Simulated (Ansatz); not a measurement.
## Cu3N: response to strain

Consider Cu$_{3}$N (space group Pm-3m, No. 221; a = 3.8270 Å).

Strains are applied to the cell and any free atomic positions relax.

The values are results of PBE in Ansatz (plane waves to 420 eV, PAW, no spin-orbit coupling), not measurements.

Notes on the quantities. energy relative to the base: free energy F.

| isotropic strain (%) | energy relative to the base (meV/atom) |
|---|---|
| 0 | 0.0 |
| 0.76 | 2.6 |
| 1.54 | ? |
| 2.85 | 33.5 |
| 4.94 | 93.3 |

### Question
Fit ΔE = Aε² + Bε³ (ε in %) to the rows shown and predict the withheld row.

### Answer
Least squares on the printed values gives A = 4.54 and B = -0.14 meV/atom (largest residual 0.0 meV/atom); this predicts 10.2 meV/atom, and the run gives 10.3 meV/atom, in agreement.

Stability against distortions was not tested. All final runs are without spin polarisation.

Ansatz is a program for electronic structure.
